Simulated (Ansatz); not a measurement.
A zone-centre phonon calculation of MgSn (Pm-3m, 2 atoms in the cell) with Ansatz (an electronic-structure program).

Method of the run: LDA (PW92), default PAW files made with PBE (plane waves; Ansatz).

```
CELL_PARAMETERS angstrom
      3.63402     0.00000     0.00000
      0.00000     3.63402     0.00000
      0.00000     0.00000     3.63402
ATOMIC_POSITIONS crystal
  Mg 0.00000 0.00000 0.00000
  Sn 0.50000 0.50000 0.50000
```

Reference input (self-consistent single point, DFT, LDA (PW92), plane waves, default PAW files made with PBE): basis.ecutwfc = 420 eV; kpoints.mp_grid.grid = 9 9 9; hamiltonian.xc = lda; hamiltonian.pseudopotentials = {kind: paw} (the program's default PAW files); scf.occupations.method = gaussian; scf.occupations.width = 0.1 eV. This run's input differs from it in these lines:

Ansatz 0.2 input:
```diff
@@ -9,3 +9,3 @@
 basis:
-  ecutwfc: 420.0
+  ecutwfc: 250.0
 kpoints:
@@ -21,6 +21,4 @@
     width: 0.1
-output:
-  forces: true
-  eigenvalues: true
-  stress: true
+phonons:
+  method: dfpt
```

Log, with long lists cut:

```
SCF iter   1: F=—  HF=-7780.684846 eV  |F-HF|=—  |Δ(HF+E_count)|=         —  Δρ=1.55e-2  dr2=4.33e-2  ethr=1.77e-3  ⟨swp⟩=4.8  Hψ=5640  notcnv=0
all-band conjugate gradients solve this SCF's bands
preconditioner: auto → none
SCF iter   2: F=—  HF=-7780.648384 eV  |F-HF|=—  |Δ(HF+E_count)|=   3.65e-2  Δρ=4.39e-3  dr2=3.65e-3  ethr=1.80e-4  ⟨swp⟩=2.0  Hψ=2950  notcnv=0  defer=18
   [... lines left out ...]
SCF iter   5: F=—  HF=-7780.645987 eV  |F-HF|=—  |Δ(HF+E_count)|=   2.41e-6  Δρ=2.33e-5  dr2=1.42e-7  ethr=3.49e-8  ⟨swp⟩=2.0  Hψ=1772  notcnv=0  defer=18
SCF iter   6: F=—  HF=-7780.645987 eV  |F-HF|=—  |Δ(HF+E_count)|=   6.06e-7  Δρ=1.86e-6  dr2=1.44e-9  ethr=5.91e-10  ⟨swp⟩=2.0  Hψ=1312  notcnv=0  defer=18
SCF iter   7: F=—  HF=-7780.645987 eV  |F-HF|=—  |Δ(HF+E_count)|=  3.07e-10  Δρ=2.24e-7  dr2=2.38e-11  ethr=6.00e-12  ⟨swp⟩=2.0  Hψ=1392  notcnv=0  defer=18
SCF iter   8: F=-7780.645987 eV  HF=-7780.645987 eV  |F-HF|=9.09e-13  |Δ(HF+E_count)|=  1.27e-11  Δρ=1.72e-8  dr2=6.84e-14  ethr=1.00e-12  ⟨swp⟩=6.0  Hψ=4933  notcnv=0
SCF 1 converged in 8 iterations: F = -7780.645987 eV  dr2 = 6.84e-14
DFPT response loops at Γ: preconditioner auto → Kerker (q_TF=auto, 2.431 Å⁻¹) (partly filled bands, converged f_vac=0.000) …
Free energy (F): -7780.645987 eV
Internal energy: -7780.642475 eV  (E = F + TS)
E sigma→0 (E₀):  -7780.644231 eV
Entropy (-TS):   -0.003512 eV (-1.756 meV/atom)
Fermi energy:    8.832483 eV
--- Phonons (Γ-DFPT): 2 representative perturbations + reference, on 75 of 729 k-points (Σ response iterations 7) ---
  k mesh reduced under 8 symmetry operations, with k and −k counted as one. Each operation leaves every solved perturbation unchanged …
  ASR residual: 1.593e-5 → 0.000e0 eV/Å²; symmetrization residual: 2.788e-6 eV/Å²
  ASR residual per site (eV/Å²): 8.78e-6 1.59e-5
  Γ frequencies (cm⁻¹): 0.00 0.00 0.00 150.04 150.04 150.04
  non-analytic LO–TO correction: not included (Born effective charges unavailable; polar crystals: no LO–TO splitting at Γ)
```

The run converged in 8 iterations. 

Summary of the result:
* **Free energy E − TS (on the zero of these files)**: -7780.6460 eV
* **Fermi level (on the code's own zero)**: 8.83 eV
* **Zone-centre frequencies (cm⁻¹; negative means imaginary)**: 0, 0, 0, 150, 150, 150

The starting cell comes from a database of computed structures (which also holds hypothetical and non-ambient phases and stackings), without a prior relaxation at this level. Its lattice was rescaled by up to half a per cent. The cutoff lies below the one recommended for these files.
